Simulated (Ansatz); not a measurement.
Ansatz (a program for electronic structure) run on Tc3P (Fm-3m, 4 atoms in the cell): self-consistent single point.

Method: PBEsol, harder PAW files (source: ansatz) made with PBE (plane waves; Ansatz).

```
Tc3P
1.0
    0.00000     3.28046     3.28046
    3.28046     0.00000     3.28046
    3.28046     3.28046     0.00000
P Tc
1 3
Direct
  0.00000   0.00000   0.00000
  0.50000   0.50000   0.50000
  0.25000   0.25000   0.25000
  0.75000   0.75000   0.75000
```

Reference input (self-consistent single point, DFT, PBE, plane waves, harder PAW files (source: ansatz)): basis.ecutwfc = 600 eV; kpoints.mp_grid.grid = 5 5 5; hamiltonian.xc = pbe; hamiltonian.pseudopotentials = {kind: paw, source: ansatz}; scf.occupations.method = fermi_dirac; scf.occupations.width = 0.05 eV. This run's input differs from it in these lines:

Ansatz 0.2 input:
```diff
@@ -16,3 +16,3 @@
 hamiltonian:
-  xc: pbe
+  xc: pbesol
   pseudopotentials: { kind: paw, source: ansatz }
```

Output, abridged:

```
SCF iter   1: F=—  HF=-16751.044820 eV  |F-HF|=—  |Δ(HF+E_count)|=         —  Δρ=5.02e-2  dr2=2.95e0  ethr=3.10e-3  ⟨swp⟩=5.9  Hψ=1173  notcnv=0
all-band conjugate gradients solve this SCF's bands
preconditioner: auto → Kerker (q_TF=auto, 2.576 Å⁻¹)
SCF iter   2: F=—  HF=-16750.477972 eV  |F-HF|=—  |Δ(HF+E_count)|=   5.67e-1  Δρ=2.80e-2  dr2=9.27e-1  ethr=3.10e-3  ⟨swp⟩=2.0  Hψ=426  notcnv=0
   [... lines left out ...]
SCF iter   4: F=—  HF=-16750.216857 eV  |F-HF|=—  |Δ(HF+E_count)|=   1.07e-3  Δρ=1.43e-3  dr2=1.93e-3  ethr=2.47e-6  ⟨swp⟩=2.1  Hψ=651  notcnv=0
SCF iter   5: F=—  HF=-16750.216370 eV  |F-HF|=—  |Δ(HF+E_count)|=   4.87e-4  Δρ=2.11e-4  dr2=1.75e-5  ethr=2.47e-6  ⟨swp⟩=3.0  Hψ=595  notcnv=0
SCF iter   6: F=—  HF=-16750.216362 eV  |F-HF|=—  |Δ(HF+E_count)|=   8.57e-6  Δρ=3.69e-5  dr2=1.27e-6  ethr=3.49e-8  ⟨swp⟩=2.9  Hψ=598  notcnv=0
SCF iter   7: F=-16750.216361 eV  HF=-16750.216361 eV  |F-HF|=2.35e-8  |Δ(HF+E_count)|=   1.63e-7  Δρ=7.04e-6  dr2=3.13e-8  ethr=2.00e-10  ⟨swp⟩=6.5  Hψ=1183  notcnv=0
SCF 1 converged in 7 iterations: F = -16750.216361 eV  dr2 = 3.13e-8
Free energy (F): -16750.216361 eV
Internal energy: -16750.173750 eV  (E = F + TS)
E sigma→0 (E₀):  -16750.195056 eV
Entropy (-TS):   -0.042612 eV (-10.653 meV/atom)
Fermi energy:    15.187120 eV
--- Forces (eV/Å), atoms counted from 1 ---
  atom   1  P     -0.00000000     0.00000000    -0.00000000
   [... zero for the other atoms too ...]
--- Stress (GPa, compression-positive) ---
      -41.275453       0.000000      -0.000000
        0.000000     -41.275453      -0.000000
       -0.000000       0.000000     -41.275453
  P = ⅓ Tr σ = -41.2755 GPa (-412.755 kbar)
  The stress holds the Pulay correction. Without it, at fixed plane waves, as pw.x and ABINIT print it: P = -41.2805 GPa
```

The run converged in 7 iterations. Against the reference run the pressure goes from -35.58 to -41.28 GPa.

The starting cell was generated: these elements placed on a structure prototype, without a prior relaxation; it need not be a known phase or ordering of this composition. Spin polarisation is off. With a pressure of about -41 GPa the cell is away from its equilibrium volume at this level. Ansatz's pressure includes its estimate of the finite-basis (Pulay) stress.
